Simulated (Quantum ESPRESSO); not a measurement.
## Quick settings and what they miss: NaLiMg6 (Amm2, 8 atoms in the cell)

Self-consistent single point.

```
CELL_PARAMETERS angstrom
      5.26712     0.00000     0.00000
      0.00000     3.23888     5.60338
      0.00000    -3.23888     5.60338
ATOMIC_POSITIONS crystal
  Na 0.50000 0.66823 0.66823
  Li 0.00000 0.83491 0.83491
  Mg 0.00000 0.32893 0.83497
  Mg 0.00000 0.83497 0.32893
  Mg 0.00000 0.33347 0.33347
  Mg 0.50000 0.16478 0.66842
  Mg 0.50000 0.66842 0.16478
  Mg 0.50000 0.16628 0.16628
```

Method: LDA (PZ), GBRV 1.5 ultrasoft (LDA) pseudopotentials (plane waves; Quantum ESPRESSO 7.5).

Base settings: ecutwfc = 40 Ry; ecutrho = 200 Ry; occupations = smearing; smearing = fd; degauss = 0.0036749 Ry; potentials = {Na: na_lda_v1.5.uspp.F.UPF, Li: li_lda_v1.4.uspp.F.UPF, Mg: mg_lda_v1.4.uspp.F.UPF}; K_POINTS = automatic 4 4 4 0 0 0; conv_thr = 1e-10 Ry; mixing_beta = 0.7.

Tight run (finer mesh or higher cutoff; not a proven limit): ecutwfc: 40 Ry → 56 Ry; ecutrho: 200 Ry → 280 Ry; conv_thr: 1e-10 Ry → 7.3e-11 Ry; K_POINTS: automatic 4 4 4 0 0 0 → automatic 6 6 6 0 0 0. It gave Fermi level (on the code's own zero) 4.07 eV; pressure -2.03 GPa; largest force (vector length) 0.077 eV/Å.

Quick runs, as changes from the base:
- A: the base itself
- B: ecutwfc: 40 Ry → 28 Ry; ecutrho: 200 Ry → 140 Ry; smearing: fd → gauss; degauss: 0.0036749 Ry → 0.0147 Ry
- C: ecutwfc: 40 Ry → 32 Ry; ecutrho: 200 Ry → 160 Ry; K_POINTS: automatic 4 4 4 0 0 0 → automatic 6 6 6 0 0 0
- D: ecutwfc: 40 Ry → 20 Ry; ecutrho: 200 Ry → 100 Ry; degauss: 0.0036749 Ry → 0.0147 Ry; conv_thr: 1e-10 Ry → 7.3e-06 Ry; K_POINTS: automatic 4 4 4 0 0 0 → automatic 2 2 2 0 0 0
- E: ecutwfc: 40 Ry → 24 Ry; ecutrho: 200 Ry → 120 Ry; pseudopotentials: {Na: na_lda_v1.5.uspp.F.UPF, Li: li_lda_v1.4.uspp.F.UPF, Mg: mg_lda_v1.4.uspp.F.UPF} → {Na: na_pbesol_v1.5.uspp.F.UPF, Li: li_pbesol_v1.4.uspp.F.UPF, Mg: mg_pbesol_v1.4.uspp.F.UPF}; K_POINTS: automatic 4 4 4 0 0 0 → automatic 6 6 6 0 0 0 [PBEsol]

Energies are extrapolated to zero smearing width, which holds to low order in the width alone (under cold and Methfessel-Paxton smearing the free energy itself is taken).

Dashes: time of D, under 30 s; energy of E, another energy zero.

† marks runs with another functional, U, potentials or spin treatment: their distance from the tight run is not a convergence error alone.

The count of work is k-points × plane waves × bands × iterations; it is no time. Core times come from one kind of shared machine and are given to one figure; runs under 30 s give none.

The starting cell comes from a database of computed structures (which also holds hypothetical and non-ambient phases and stackings), without a prior relaxation at this level. Its lattice was rescaled by a random factor within 2.5 % of one.

```
run  energy less tight (meV/atom)  pressure less tight (GPa)  largest miss in a force vector (eV/Å)  count of work / tight  core time / tight (rough)
---  ----------------------------  -------------------------  -------------------------------------  ---------------------  -------------------------
A                            15.4                       0.05                                  0.015                   0.27                        0.3
B                           287.0                     -14.46                                  0.016                   0.16                        0.2
C                            43.0                      -3.13                                  0.001                   0.43                        0.4
D                          5363.2                    -163.06                                  0.055                  0.016                          –
E†                              –                     -50.87                                  0.007                   0.28                        0.3
```

Among the runs at the tight run's level, the energy misses run from 15.4 to 5363.2 meV/atom.

Left out of this page: 1 run of the series outside the window shown, repeating another row's setting, or not comparable.
